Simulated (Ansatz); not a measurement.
Consider PtTe2 (space group P-3m1, No. 164; a = 4.052 Å, c = 5.096 Å; layered).

The values are results of DFT with PBE-D3(BJ), PAW potentials and a 420 eV plane-wave cutoff in Ansatz (an electronic-structure program), scalar-relativistic without spin-orbit coupling, not measurements.

For the base:

The In-plane lattice parameter a is 4.052 Å.

Modification: a free-standing slab of 2 layers (6 atoms, 3 a layer) is cut normal to the stacking axis, with 15 Å of vacuum and the in-plane cell relaxed.

**Question.** Estimate the effect on the excess energy per area of both faces, thickness between the outermost nuclei and in-plane lattice parameter a.

**Answer.** The excess energy per area of both faces (slab less bulk energy over the cell's area: twice a surface energy) amounts to 0.9 J/m² (uncertain by up to 0.07 J/m²); the thickness between the outermost nuclei comes out as 7.97 Å; the in-plane lattice parameter a shrinks by 0.0428 Å, from 4.052 Å to 4.010 Å.

Slab and bulk use different k-meshes, which limits the precision of the excess energy. No phonon test of stability was made. All final runs are without spin polarisation.
